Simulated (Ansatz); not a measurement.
The reference is TiO$_{2}$ in the anatase structure (space group I4_1/amd, No. 141).

```
CELL_PARAMETERS angstrom
     -1.86967     1.86967     4.72754
      1.86967    -1.86967     4.72754
      1.86967     1.86967    -4.72754
ATOMIC_POSITIONS crystal
  Ti 0.75000 0.25000 0.50000
  Ti 0.00000 0.00000 0.00000
  O  0.54202 0.04202 0.50000
  O  0.79202 0.79202 0.00000
  O  0.20798 0.20798 0.00000
  O  0.95798 0.45798 0.50000
```

Cartesian axes are those of the cell as printed.

Computed with plane-wave PAW DFT at the LDA level (Ansatz, a first-principles code, 420 eV), no SOC.

Base values:

| Quantity | Value |
|---|---|
| Smallest direct gap | 2.44 eV |
| Pressure | 0.00 GPa |
| Band gap | 2.08 eV |

Perturbation: uniaxial strain ε_xx = −1.80 %, all other strain components held at zero, atoms relaxed at fixed cell.

**Question.** Predict the new energy relative to the base, smallest direct gap, pressure and band gap.

**Answer.** The energy grows by 4.5 meV/atom; the smallest direct gap grows by 0.055 eV, from 2.44 eV to 2.49 eV; the pressure (mean of the normal stresses, compression positive) goes from zero to 4.59 GPa; the band gap rises by 0.064 eV (2.08 eV → 2.15 eV).

Stability against distortions was not tested. The final runs are not spin-polarised.
